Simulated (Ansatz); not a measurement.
The parent structure is MoS₂ in the 2H-MoS2 type structure (space group P6_3/mmc, No. 194; layered, stacked along the Cartesian z axis).

```
MoS2
1.0
    3.17320     0.00000     0.00000
   -1.58660     2.74807     0.00000
    0.00000     0.00000    12.43700
Mo S
2 4
Direct
  0.33333   0.66667   0.25000
  0.66667   0.33333   0.75000
  0.33333   0.66667   0.62490
  0.66667   0.33333   0.12490
  0.66667   0.33333   0.37510
  0.33333   0.66667   0.87510
```

Cartesian axes are those of the cell as printed.

All numbers come from r2SCAN+rVV10, PAW, 500 eV (Ansatz, a first-principles code; without spin-orbit coupling), earlier PAW set.

Base values:

The gap character is indirect, Γ → K–Γ (47 % along) and the pressure comes out as 0.00 GPa.

Modification: tensile biaxial strain of 2.00 % in the plane normal to [001], as in epitaxy on a mismatched substrate; the out-of-plane cell vector and the atoms relax.

Q: What does the calculation give for the gap character after the change?

A: The gap character goes from indirect, Γ → K–Γ (47 % along) to indirect, Γ → K.

Q: How does this affect the pressure?

A: The pressure (mean of the normal stresses, compression positive) goes from zero to -3.59 GPa.

No phonon test of stability was made.
